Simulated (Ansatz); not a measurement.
Consider this model of amorphous Zr$_{20}$O$_{43}$Mo.

```xyz
64
Lattice="9.4036 -0.0112 -0.0388 -0.0112 9.1650 0.1544 -0.0388 0.1544 9.2035" Properties=species:S:1:pos:R:3 pbc="T T T"
Zr     1.5801     1.8941     1.7804
Zr     0.3844     0.4362     5.2425
Zr     8.8581     4.0573     4.4781
Zr     8.1905     3.6967     1.3764
Zr     2.0292     6.5602     5.4504
Zr     2.6992     3.2146     4.6007
Zr     8.3902     6.2330     7.5098
Zr     1.0046     2.8104     7.6426
Zr     3.6624     8.8214     3.4497
Zr     6.5359     1.9076     3.4875
Zr     6.2179     6.8574     1.0193
Zr     7.2862     7.8458     4.4737
Zr     0.3175     7.1294     2.3102
Zr     4.4048     0.6547     0.2038
Zr     1.4690     8.4852     8.8733
Zr     4.7023     7.7716     6.8749
Zr     5.7127     4.9107     4.5618
Zr     5.9327     2.5067     6.7720
Zr     7.5583     9.2394     8.1488
Zr     3.3000     5.6306     2.1765
O      7.5736     5.2977     0.2376
O      7.2524     2.9574     5.3104
O      2.0799     1.1218     3.8978
O      0.2442     7.7326     4.3840
O      9.2359     4.4543     7.2609
O      1.0112     9.0603     1.6404
O      5.3845     4.4908     6.7262
O      7.0691     4.0644     3.2112
O      4.5452     5.4026     0.2321
O      3.4957     8.4224     8.4268
O      1.2985     4.8037     4.8809
O      3.4101     6.0416     7.0036
O      0.9045     7.1281     7.1037
O      4.8367     2.7567     4.5567
O      4.3113     7.8766     1.7263
O      5.3104     5.7241     2.5898
O      4.7396     2.8165     8.5830
O      8.0901     0.6687     4.1629
O      7.5188     2.0602     7.8505
O      0.2361     2.6862     0.3856
O      6.8152     2.1945     1.5776
O      8.7971     7.8234     9.1091
O      7.7637     5.7743     5.2954
O      5.6133     9.2092     3.9379
O      2.3534     7.0692     3.3436
O      5.5402     0.5083     6.9564
O      2.3272     1.4289     8.9858
O      3.6508     5.1287     4.4082
O      2.6080     3.6889     2.4614
O      0.4599     0.6828     7.3493
O      9.2660     5.2056     2.5825
O      2.9180     3.1731     6.6294
O      1.7908     6.5871     0.9015
O      2.2956     4.2231     8.7620
O      8.0173     8.3038     6.3760
O      3.7575     1.2610     1.9889
O      6.3654     7.1782     7.9883
O      9.3777     2.6938     2.9051
O      0.6230     2.4833     5.5340
O      5.5490     6.9524     5.1768
O      3.1706     8.3233     5.5039
O      6.2779     8.9164     0.5112
O      7.5919     7.3844     2.4942
Mo     3.8984     4.5068     8.0889
```

Level of theory: PBE, scalar-relativistic without spin-orbit coupling (plane waves to 420 eV, PAW; Ansatz, an electronic-structure program).

It comes from a melt-quench run on a machine-learned potential (CHGNet), relaxed afterwards by DFT. O atoms were pushed apart under 1.9 Å during the dynamics, to hinder bonds among them. The hot cell started wider than the set density and was brought back towards it in steps. It is the lowest in DFT energy of 2 quenches. It is a model cell: composition and starting density were chosen by hand, and all elements were melted together. No dispersion term was used. Its density started from a set value of 5.23 and ended at 5.46 g/cm³. The simulated quench (nominally 300 K/ps over its main leg) is rapid and tends to freeze in more defects than a deposited or slowly cooled glass has. A cell of this size samples the disorder only roughly. Volume and shape were free in the relaxation. On a 2×2×2 Γ-centred mesh force components of up to 0.14 eV/Å stay, since the relaxation ran on the zone centre alone.

Cut-offs for bonds: Zr-Zr 3.41 Å, Zr-O 2.66 Å, Zr-Mo 3.22 Å, O-O 1.58 Å, O-Mo 2.42 Å, Mo-Mo 3.04 Å. Two cations that share two anions don't count as bonded, nor two that share one unless they lie closer than Zr-Zr 3.32 Å, Zr-Mo 3.14 Å, Mo-Mo 2.95 Å.

Problem. Give the coordination numbers, mean bond lengths and angles.

Solution. 
```json
{
  "Mean coordination of Zr by anions": "6.70 (7 with 6, 12 with 7, 1 with 8)",
  "Mean coordination of O": "3.26 (4 with 2, 24 with 3, 15 with 4)",
  "Mean coordination of Mo by anions": "6.00 (1 with 6)",
  "Mean Zr-O bond": "2.180 Å (spread 0.126 Å, 134 counted)",
  "Mean O-Mo bond": "1.949 Å (spread 0.144 Å, 6 counted)",
  "Bond angle at Zr": "mean 101.6°, spread 29.7°",
  "Bond angle at O": "mean 112.6°, spread 18.1°",
  "Bond angle at Mo": "mean 104.5°, spread 30.6°"
}
```

Problem. List the pairs of like atoms that count as bonded by the rules above.

Solution. There are none by these rules.
